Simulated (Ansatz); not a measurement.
The parent structure is Si in the diamond structure (space group Fd-3m, No. 227; a = 5.434 Å). Axes: x, y, z lie along the cube axes.

All numbers come from PBEsol/PAW in Ansatz (a quantum-chemistry and plane-wave program), without spin-orbit coupling.

Strains are applied to the cell and any free atomic positions relax; under biaxial strain the out-of-plane vector relaxes too.

One change was made to it. Results:

The valence-band top at Γ (three highest levels, from the VBM) becomes 0.00, -0.28, -0.28 eV (base: 0.00, 0.00, 0.00 eV); the pressure (mean of the normal stresses, compression positive) falls by 3.306 GPa, from -0.01 GPa to -3.31 GPa.

Which change produced these results?
A) biaxial strain +2.08 %, plane normal [111], relaxed out of plane
B) biaxial strain +1.67 %, plane normal [111], relaxed out of plane
C) biaxial strain +2.50 %, plane normal [111], relaxed out of plane
D) biaxial strain −0.83 %, plane normal [111], relaxed out of plane
E) biaxial strain −2.50 %, plane normal [111], relaxed out of plane

C, biaxial strain +2.50 %, plane normal [111], relaxed out of plane. For comparison, the valence-band top at Γ in the other runs: biaxial strain +2.08 %, plane normal [111], relaxed out of plane gives 0.00, -0.24, -0.24 eV; biaxial strain −2.50 %, plane normal [111], relaxed out of plane gives 0.00, 0.00, -0.41 eV; biaxial strain +1.67 %, plane normal [111], relaxed out of plane gives 0.00, -0.20, -0.20 eV; biaxial strain −0.83 %, plane normal [111], relaxed out of plane gives 0.00, 0.00, -0.12 eV.

The levels and masses belong to the bands next to the band gap. Stability against distortions was not tested.
